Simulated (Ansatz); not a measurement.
The starting structures come from a database of crystals and need not be the phases stable at ambient conditions.

By PBEsol, the system below comes out a metal.

Without scattering a metal conducts by its projected Fermi surface.

Input:

```
CELL_PARAMETERS angstrom
      3.31007     0.00000     0.00000
     -1.65503     2.86660     0.00000
      0.00000     0.00000    14.77339
ATOMIC_POSITIONS crystal
  Hf 0.66667 0.33333 0.58226
  Hf 0.33333 0.66667 0.41774
  Hf 0.33333 0.66667 0.08226
  Hf 0.66667 0.33333 0.91774
  In 0.66667 0.33333 0.25000
  In 0.33333 0.66667 0.75000
  C  0.00000 0.00000 0.50000
  C  0.00000 0.00000 0.00000
```

Space group of this cell: P6_3/mmc. The cell is taken as given; by PBEsol its mean pressure is -2.5 GPa.

The current flows along the normal of the first two printed cell vectors, the (001) plane of the conventional cell. No spin-orbit coupling; the value is a mean over 0.1 eV about the Fermi level.

Question: Compute, with PBEsol in Ansatz (a program for electronic structure), the ballistic conductance per area.

Answer: 0.15 × 10¹⁵ S/m² for both spins.
